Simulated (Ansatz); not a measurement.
Take MgO in the rock salt structure (space group Fm-3m, No. 225; a = 4.214 Å) as the base. Axes: x, y, z lie along the cube axes.

It is then changed as follows: tensor shear ε_xy = −0.57 % (engineering shear γ = -0.0114), atoms relaxed at fixed cell.

Levels (all Ansatz, an electronic-structure program, PAW): PBEsol (420 eV, no spin-orbit coupling); r2SCAN (500 eV, no spin-orbit coupling); HSE06 (420 eV, no spin-orbit coupling).

At the geometry relaxed with PBEsol, these levels gave the following band gaps, in shuffled order: (a) 5.57 eV, (b) 6.42 eV, (c) 4.58 eV.

Match each gap to its level.

(a) r2SCAN; (b) HSE06; (c) PBEsol.

Single points use the geometry relaxed with PBEsol. The cells carry an imposed strain or load. Whether these cells are dynamically stable was not tested.
